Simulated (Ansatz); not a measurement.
# Worked example: self-consistent single point of a (001) slab of CO2 (cut from a parent of space group no. 64; 6 atoms in the cell) in Ansatz

Method: PBEsol, default PAW files made with PBE (plane waves; Ansatz, a program for electronic structure).

Input:

Ansatz 0.2 input:
```yaml
crystal:
  lattice:
    - [3.56701600, 0.00000000, 0.00000000]
    - [-3.21491700, 3.54959600, 0.00000000]
    - [0.00000000, 0.00000000, 18.73269500]
  atoms:
    - { symbol: C, position: [0.00000000, 0.00000000, 0.58817500] }
    - { symbol: C, position: [1.00000000, 0.50000000, 0.41182500] }
    - { symbol: O, position: [0.00000000, 0.19349000, 0.55002800] }
    - { symbol: O, position: [1.00000000, 0.80651000, 0.62632200] }
    - { symbol: O, position: [1.00000000, 0.30651000, 0.37367800] }
    - { symbol: O, position: [1.00000000, 0.69349000, 0.44997200] }
basis:
  ecutwfc: 420.0
kpoints:
  mp_grid: { grid: [8, 8, 1] }
hamiltonian:
  xc: pbesol
  pseudopotentials: { kind: paw }
scf:
  occupations: { method: fermi_dirac, width: 0.02 }
output:
  forces: true
  eigenvalues: true
  stress: true
```

Log, with long lists cut:

```
WARN ansatz: RAYON_NUM_THREADS=1 ignored (pool sized by the plan → 1); use --threads N
Pseudopotentials: kind: paw
Pseudopotential: C, paw, valence charge 4
Pseudopotential: O, paw, valence charge 6
Crystal: 6 atoms, lattice volume = 237.183 Å³
Basis set: ecut = 420 eV, 4563 PW (Γ), exchange–correlation on 48×72×256 points (8 copies of the dense FFT grid, shifted against one another)
Bands: 22, of which v1, the nominal top of the filled ones, is band 16 counted from 1 (15 counted from 0)
Symmetry: 4 space group operations
Space group: Aem2 (ITA 39), of the structure as read, at distance tolerance 6.2e-5 Å
k-points: 21 of 64 (time reversal used)
PAW frozen core: C, regenerated for the run's functional, and the local potential with it
PAW frozen core: O, regenerated for the run's functional, and the local potential with it
Initial density: superposition of atomic densities (neutral atoms: chi_scale 0, normalization atom), corrected by the library's trained network
Initial wavefunctions: pseudopotential atomic-orbital guess
Eigensolver: davidson
Functional: x = pbesol(κ = 0.804, μ = 0.12345679012345678), c = pbesol(β = 0.046)
SCF iter   1: F=—  HF=-2734.431396 eV  |F-HF|=—  |Δ(HF+E_count)|=         —  Δρ=4.75e-3  dr2=3.44e-2  ethr=1.77e-3  ⟨swp⟩=7.0  Hψ=2521  notcnv=0
all-band conjugate gradients solve this SCF's bands
preconditioner: auto → Resta (q_TF=auto, 1.954 Å⁻¹)
SCF iter   2: F=—  HF=-2734.427855 eV  |F-HF|=—  |Δ(HF+E_count)|=   3.54e-3  Δρ=1.55e-3  dr2=4.29e-3  ethr=1.08e-4  ⟨swp⟩=2.2  Hψ=1024  notcnv=0  defer=34
SCF iter   3: F=—  HF=-2734.428106 eV  |F-HF|=—  |Δ(HF+E_count)|=   2.50e-4  Δρ=7.25e-4  dr2=6.05e-4  ethr=1.34e-5  ⟨swp⟩=2.0  Hψ=842  notcnv=0  defer=34
SCF iter   4: F=—  HF=-2734.428583 eV  |F-HF|=—  |Δ(HF+E_count)|=   4.77e-4  Δρ=3.01e-4  dr2=1.20e-4  ethr=1.89e-6  ⟨swp⟩=2.5  Hψ=711  notcnv=0  defer=34
SCF iter   5: F=—  HF=-2734.428724 eV  |F-HF|=—  |Δ(HF+E_count)|=   1.41e-4  Δρ=6.20e-5  dr2=5.50e-6  ethr=3.74e-7  ⟨swp⟩=2.4  Hψ=763  notcnv=0  defer=34
SCF iter   6: F=—  HF=-2734.428851 eV  |F-HF|=—  |Δ(HF+E_count)|=   1.27e-4  Δρ=2.52e-5  dr2=1.55e-6  ethr=1.72e-8  ⟨swp⟩=2.0  Hψ=680  notcnv=0  defer=34
SCF iter   7: F=-2734.428851 eV  HF=-2734.428851 eV  |F-HF|=9.24e-9  |Δ(HF+E_count)|=   1.18e-7  Δρ=2.47e-6  dr2=9.81e-9  ethr=3.13e-10  ⟨swp⟩=9.1  Hψ=2365  notcnv=0
SCF 1 converged in 7 iterations: F = -2734.428851 eV  dr2 = 9.81e-9
SCF converged after 7 iterations
Free energy (F): -2734.428851 eV
Harris-Foulkes:  -2734.428851 eV  (|F-HF|=9.24e-9)
Internal energy: -2734.428851 eV  (E = F + TS)
E sigma→0 (E₀):  -2734.428851 eV
Fermi energy:    -2.965255 eV
--- Per-component energies (eV) ---
  E_band       = -434.847585
  E_kinetic    = 867.884417
  E_local      = -12521.021690  (includes V_loc(G=0)·N_el)
  E_nonlocal   = 251.428000
  E_hartree    = 5801.890801
  E_xc         = -377.217618
  E_vxc        = -479.212272  (∫ρ·V_xc dr)
  E_paw        = -801.068088  (= ΣΔE_a)
  E_vpaw       = -157.719000  (= ΣTr[D̂ρ^β])
  E_aug_tail   = 0.009796  (compensation charges beyond the density's cutoff)
  E_ewald      = 4043.482178
  E_core_change = 0.183353  (= ΣΔE_core)
  E_smearing   = -0.000000  (= −TS)
  E_closure    = 0.000000  (closes the sum)
  Σ components = -2734.428851   (vs F -2734.428851, Δ=0.00e0)
--- Forces (eV/Å), atoms counted from 1 ---
  atom   1  C      0.04948734    -0.05463906     0.00754486
  atom   2  C      0.04948734    -0.05463906    -0.00754486
  atom   3  O      0.16539216    -0.18260978     0.22672966
  atom   4  O     -0.21489736     0.23726856    -0.16047253
  atom   5  O     -0.21489736     0.23726856     0.16047253
  atom   6  O      0.16539216    -0.18260978    -0.22672966
  max |Σ_I F_I| component: 3.94e-5 eV/Å
--- Stress (GPa, compression-positive) ---
       -0.047358       0.378429       0.000000
        0.378429      -0.122434       0.000000
        0.000000       0.000000      -0.210512
  P = ⅓ Tr σ = -0.1268 GPa (-1.268 kbar)
  The stress holds the Pulay correction. Without it, at fixed plane waves, as pw.x and ABINIT print it: P = -0.4115 GPa
--- Band table (eV; the first three rows and the last of 21) ---
  k-point 0: bands = ["-26.8636", "-26.7771", "-25.7019", "-25.6620", "-11.5727", "-11.4888", "-10.8398", "-10.2883", "-10.0188", "-9.8843", "-9.7637", "-9.7161", "-7.1057", "-7.0528", "-6.9286", "-6.8703", "0.4427", "0.9994", "1.3338", "1.3561", [...]
  k-point 1: bands = ["-26.8439", "-26.7631", "-25.7077", "-25.6717", "-11.6022", "-11.4963", "-10.7891", "-10.3613", "-10.0566", "-9.9938", "-9.8436", "-9.7824", "-7.0809", "-6.9452", "-6.9094", "-6.8020", "0.6745", "1.0932", "1.4303", "1.4471", [...]
  k-point 2: bands = ["-26.7933", "-26.7297", "-25.7229", "-25.6970", "-11.6522", "-11.5119", "-10.7017", "-10.6391", "-10.3013", "-10.1416", "-9.8863", "-9.8279", "-7.0413", "-6.8988", "-6.7315", "-6.6577", "1.2471", "1.2976", "1.5916", "1.6521", [...]
  k-point 20: bands = ["-26.6269", "-26.5847", "-25.7677", "-25.7645", "-11.8717", "-11.6882", "-11.1024", "-10.8743", "-10.6037", "-10.4738", "-10.2584", "-10.0368", "-7.0458", "-6.7193", "-6.6976", "-6.3836", "1.7351", "2.3136", "2.5500", [...]
```

The run converged in 7 iterations.

The starting cell comes from a database of computed structures (which also holds hypothetical and non-ambient phases and stackings), without a prior relaxation at this level. The slab is cut from that crystal, and its faces are unrelaxed. Its lattice was rescaled by up to half a per cent. Spin polarisation is off, though cut faces can carry moments; a gap of a slab can lie between surface states.
